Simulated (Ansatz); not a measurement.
Base system: CdTe in the zinc blende structure (space group F-43m, No. 216; a = 6.4086 Å). Axes: x, y, z lie along the cube axes.

Method: LDA/PAW in Ansatz (an electronic-structure program), scalar-relativistic without spin-orbit coupling.

Before the change:

| Quantity | Result |
|---|---|
| Valley order | Γ 0.61 eV; L along ⟨111⟩ 1.68 eV |

The change: uniaxial strain ε_zz = −1.00 %, all other strain components held at zero, atoms relaxed at fixed cell.

### Question
How does this affect the valley order and stress?

### Answer
The valley order (the lowest conduction-band minima on the path, energy above the VBM, named in the base's zone) changes from Γ 0.61 eV; L along ⟨111⟩ 1.68 eV to Γ 0.62 eV; L along [1-11] 1.66 eV; the stress (xx, yy, zz, yz, xz, xy; compression positive) amounts to (0.41, 0.41, 0.59, 0.00, 0.00, 0.00) GPa.

With Te present, leaving out spin-orbit coupling can change the band edges. The levels and masses belong to the bands next to the band gap. Whether these cells are dynamically stable was not tested.
